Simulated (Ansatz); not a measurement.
Worked example: relaxation of cell and atoms of TiCo (Pm-3m, 2 atoms in the cell) in Ansatz (a quantum-chemistry and plane-wave program).

Method of the run: LDA (PW92), PAW files made with PBE (plane waves; Ansatz).

The change in words: atoms on their sites; basis.ecutwfc: 420 eV → 250 eV; relax: default → cell and atoms. Reference geometry:
```
TiCo
1.0
    2.98103     0.00000     0.00000
    0.00000     2.98103     0.00000
    0.00000     0.00000     2.98103
Ti Co
1 1
Direct
  0.00000   0.00000   0.01677
  0.50000   0.50000   0.50000
```

Reference input (self-consistent single point, DFT, LDA (PW92), plane waves, PAW files made with PBE): basis.ecutwfc = 420 eV; kpoints.mp_grid.grid = 11 11 11; hamiltonian.xc = lda; hamiltonian.pseudopotentials = {kind: paw} (the program's default PAW files); scf.occupations.method = fermi_dirac; scf.occupations.width = 0.1 eV. This run's input differs from it in these lines:

Ansatz 0.2 input:
```diff
@@ -6,6 +6,6 @@
   atoms:
-    - { symbol: Ti, position: [0.00000000, 0.00000000, 0.01677300] }
+    - { symbol: Ti, position: [0.00000000, 0.00000000, 0.00000000] }
     - { symbol: Co, position: [0.50000000, 0.50000000, 0.50000000] }
 basis:
-  ecutwfc: 420.0 eV
+  ecutwfc: 250.0 eV
 kpoints:
@@ -17,2 +17,4 @@
   occupations: { method: fermi_dirac, width: 0.1 eV }
+relax:
+  cell: {}
 output:
```

Output, abridged:

```
   [... SCF lines of the steps left out ...]
relax step   1: F+E_penalty+E_count = -7511.50629845 eV  Δ(F+E_penalty+E_count) = +0.000e0 eV  max|allowed force component| = 4.635e-29 eV/Å  Δτ_max = 0.0000 Å  P = -10.799 GPa  Ω = 26.491 Å³  (8 SCF iters, dr2 threshold 1.00e-7 eV, accepted)
relax step   2: F+E_penalty+E_count = -7512.42090548 eV  Δ(F+E_penalty+E_count) = -9.146e-1 eV  max|allowed force component| = 2.235e-30 eV/Å  Δτ_max = 0.0000 Å  P = +28.602 GPa  Ω = 24.907 Å³  energy of the carried Pulay correction = +1.001e0 eV  [...]
   [... lines left out ...]
relax step 119: F+E_penalty+E_count = -7511.55645323 eV  Δ(F+E_penalty+E_count) = -2.155e-3 eV  max|allowed force component| = 4.339e-30 eV/Å  Δτ_max = 0.0000 Å  P = -0.000 GPa  Ω = 24.861 Å³  energy of the carried Pulay correction = +2.154e-3 eV  [...]
relax step 120: F+E_penalty+E_count = -7511.55645323 eV  Δ(F+E_penalty+E_count) = +0.000e0 eV  max|allowed force component| = 1.052e-29 eV/Å  Δτ_max = 0.0000 Å  P = -0.113 GPa  Ω = 24.861 Å³  stress off target by 1.13e-1 GPa  SCF on the basis [...]
basis re-selected at this cell: Δ(F+E_penalty+E_count) = +0.000e0 eV, ΔP = -0.112 GPa vs the last step
   [... lines left out ...]
Free energy (F): -7511.556453 eV
Fermi energy:    17.438965 eV
Error: variable-cell relaxation did not converge after 120 `relax_step` rows, as none of its last 54 fresh-basis SCF(s) at a relaxed cell met both thresholds with a finite energy. The last misses `relax.cell.stress_tol`: largest allowed force component 1.05e-29 eV/Å (`relax.f_tol` 1.00e-2 eV/Å), stress off the target on the free part of the cell 1.13e-1 GPa (`relax.cell.stress_tol` 5.00e-2 GPa), F+E_penalty+E_count -7511.55645323 eV. The closest is row 34, whose structure comes with this error. Larger ratio of force or stress to its threshold at each such SCF whose figures are numbers: 153.434, 90.031, 37.724, 24.559, 16.703, 20.007, 9.941, 7.377, 3.654, 4.848, 1.091, 1.278, [...]
   [... lines left out ...]
to start a new deck from the relaxed geometry:
  cell:  # Å, volume = 24.8722 Å³
    - [2.9190255310422284, 3.7966900205758787e-34, 2.4575668561191294e-35]
    - [5.241137478866307e-34, 2.9190255310422284, 9.62964972193618e-35]
    - [8.877333337409914e-35, 9.62964972193618e-35, 2.9190255310422284]
  atoms:
    - { symbol: Ti, position: [-5.271476979711729e-47, 1.3312583374018012e-47, 6.1207279880542615e-49] }
    - { symbol: Co, position: [0.49999999999999994, 0.49999999999999994, 0.49999999999999994] }
```

The relaxation ended unconverged.  The full log also holds: “iter 3 did not close the SCF: its close was put off for the readings that it lacked (scf_convergence_deferred on its scf_iter line)”. The full log also holds: “iter 4 did not close the SCF: its close was put off for the readings that it lacked (scf_convergence_deferred on its scf_iter line)”.

The starting cell has typed, rounded lattice constants, without a prior relaxation at this level. Its lattice was rescaled by up to half a per cent. The cutoff lies below the one recommended for these files.

Cost on one core of a shared machine: roughly 80 s.
